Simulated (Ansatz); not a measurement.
Total g(r) from a molecular-dynamics run [in the run: 2×2×2 k-points, which a denser mesh shifts by 0.1 GPa in pressure and 0.05 eV/Å in forces]. These are PBE (plane waves, PAW; Ansatz, an electronic-structure program) values and carry that method's errors.

(r (Å), g(r)): (1.02, 0.00); (1.14, 0.00); (1.26, 0.00); (1.38, 0.00); (1.50, 0.00); (1.62, 0.00); (1.74, 0.00); (1.86, 0.00); (1.98, 0.00); (2.10, 0.00); (2.22, 0.00); (2.34, 0.00); (2.46, 0.24); (2.58, 6.93); (2.70, 5.64); (2.82, 0.30); (2.94, 0.00); (3.06, 0.13); (3.18, 1.64); (3.30, 1.58); (3.42, 0.10); (3.54, 0.00); (3.66, 0.00); (3.78, 0.00); (3.90, 0.01)

Task: Which system gave this curve?
(A) WSi2 (C11b type), crystal, 311 K
(B) BN (wurtzite; a metastable form), crystal, 294 K, 6.7 GPa
(C) Ti (hcp), crystal, 973 K
(D) Al (fcc), crystal, 726 K

Result: A, WSi2 (C11b type), crystal, 311 K
